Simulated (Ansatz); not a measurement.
Sc₃Al (Pm-3m, No. 221, 4 atoms in the cell; start mp-978498) was calculated with r²SCAN (plane waves, PAW; Ansatz, a quantum-chemistry and plane-wave program).

Settings: plane-wave cutoff 560 eV, 12×12×12 k mesh, Fermi–Dirac smearing 0.05 eV, scalar-relativistic PAW data made under PBE.

Cell (relaxed at this level):

```
AlSc3
1.0
    4.42722     0.00000     0.00000
    0.00000     4.42722     0.00000
    0.00000     0.00000     4.42722
Sc Al
3 1
Direct
  0.50000   0.00000   0.50000
  0.00000   0.50000   0.50000
  0.50000   0.50000   0.00000
  0.00000   0.00000   0.00000
```

Problem. Predict the bulk modulus.

Solution. 
bulk modulus: 65.2 GPa

The run finds no gap.

Note: the bulk modulus is −V dP/dV from two relaxed cells at ±2 % in volume; the relaxation could not lower the start's symmetry, so the cell can be a saddle point above a distorted one.

Computed values are for the static lattice.

A start named mp-… is a Materials Project structure, which need not be a measured phase.
